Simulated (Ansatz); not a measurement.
Fluorite CoSi2 was calculated with r²SCAN-D4 in Ansatz (plane waves, PAW).

Run with plane-wave cutoff 500 eV, 14×14×14 k mesh, Fermi–Dirac smearing 0.05 eV, no spin polarisation, scalar-relativistic PAW data made under PBE.

Computed at the level's own relaxed cell.

Question: What does this level give for the volume per atom and equilibrium lattice constant a?

Answer: 
- volume per atom: 12.40 Å³/atom
- equilibrium lattice constant a: 5.299 Å

Measured, for comparison: equilibrium volume per atom 12.87 Å³/atom, lattice constant a 5.365 Å (room temperature, no zero-point or thermal correction; as tabulated in Hegde and Bowen (2014), arXiv:1405.1317). Computed (rounded) less measured: equilibrium volume per atom -3.7 %, lattice constant a -1.2 %. A static lattice is as a rule a little smaller and stiffer than an uncorrected measurement, which narrows the difference in the lattice constant a and would widen misses of the other sign.

Static lattice: no zero-point or thermal effects.

Ansatz is an electronic-structure program.
